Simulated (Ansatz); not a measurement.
## Response to strain in Y

Start from Y in the hcp (Mg type) structure (space group P6_3/mmc, No. 194; relaxed with 0.1 eV smearing).

```yaml
crystal:
  lattice:
    - [3.59431, 0.00000, 0.00000]
    - [-1.79716, 3.11277, 0.00000]
    - [0.00000, 0.00000, 5.60992]
  atoms:
    - { symbol: Y, position: [0.66667, 0.33333, 0.75000] }
    - { symbol: Y, position: [0.33333, 0.66667, 0.25000] }
```

Cartesian axes are those of the cell as printed.

Strains are applied to the cell and any free atomic positions relax.

Computed with PBEsol in Ansatz (plane waves to 420 eV, PAW, no spin-orbit coupling).

Candidates:
(a) uniaxial strain ε_xx = +2.50 %
(b) uniaxial strain ε_xx = −2.00 %
(c) uniaxial strain ε_xx = −1.50 %

Notes on the quantities. energy relative to the base: free energy F.

Question: Order them by energy relative to the base, highest first.

Answer: (a) uniaxial strain ε_xx = +2.50 % (+4.6 meV/atom), (b) uniaxial strain ε_xx = −2.00 % (+3.1 meV/atom), (c) uniaxial strain ε_xx = −1.50 % (+1.7 meV/atom)

Whether these cells are dynamically stable was not tested. All final runs are without spin polarisation.

Ansatz is a quantum-chemistry and plane-wave program.
